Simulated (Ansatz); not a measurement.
Take InAs in the zinc blende structure (space group F-43m, No. 216) as the base.

```
CELL_PARAMETERS angstrom
      0.00000     3.05455     3.05455
      3.05455     0.00000     3.05455
      3.05455     3.05455     0.00000
ATOMIC_POSITIONS crystal
  As 0.75000 0.75000 0.75000
  In 0.00000 0.00000 0.00000
```

Computed with Kohn–Sham DFT with the r2SCAN functional, run in Ansatz (a program for electronic structure) with PAW and 500 eV plane waves, no spin-orbit coupling.

One change was made to it. Results:

```tsv
quantity	base	after
lattice parameter a	6.109 Å	5.812 Å
band gap	0.08 eV	zero
```

Question: Which change produced these results?
A) In → Ag
B) In → Ga
C) As → Se

Answer: A, In → Ag. For comparison, the lattice parameter a in the other runs: In → Ga gives 5.667 Å; As → Se gives 6.514 Å.

No phonon test of stability was made. As relaxed here, AgAs and InSe are hypothetical phases, not in the database extracts checked. All final runs are without spin polarisation. An odd electron count without spin: InSe. The zero or small gap of InAs can change with the level of theory.
